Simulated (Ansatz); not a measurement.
**ScAl3 in the Cu3Au type structure (space group Pm-3m, No. 221)**

```cif
data_Al3Sc
_chemical_formula_sum 'Sc1 Al3'
_space_group_name_H-M_alt 'Pm-3m'
_space_group_IT_number 221
_space_group_name_Hall '-P 4 2 3'
_cell_length_a 4.03214
_cell_length_b 4.03214
_cell_length_c 4.03214
_cell_angle_alpha 90.000
_cell_angle_beta 90.000
_cell_angle_gamma 90.000
loop_
_atom_site_label
_atom_site_type_symbol
_atom_site_symmetry_multiplicity
_atom_site_Wyckoff_symbol
_atom_site_fract_x
_atom_site_fract_y
_atom_site_fract_z
_atom_site_occupancy
Sc1 Sc 1 a 0.00000 0.00000 0.00000 1
Al1 Al 3 c 0.00000 0.50000 0.50000 1
```

Calculations: LDA (Ansatz, a program for electronic structure, PAW, scalar-relativistic without spin-orbit coupling). Γ-centred 12×12×12 mesh, Fermi–Dirac width 0.05 eV.

| Item | Result |
|---|---|
| Volume per atom | 16.39 Å³ |
| Density | 3.19 g/cm³ |
| Band gap | zero |
| Total energy | -907.411 eV/atom (σ→0; compares only within this code and set-up) |

Whether these cells are dynamically stable was not tested. All final runs are without spin polarisation.
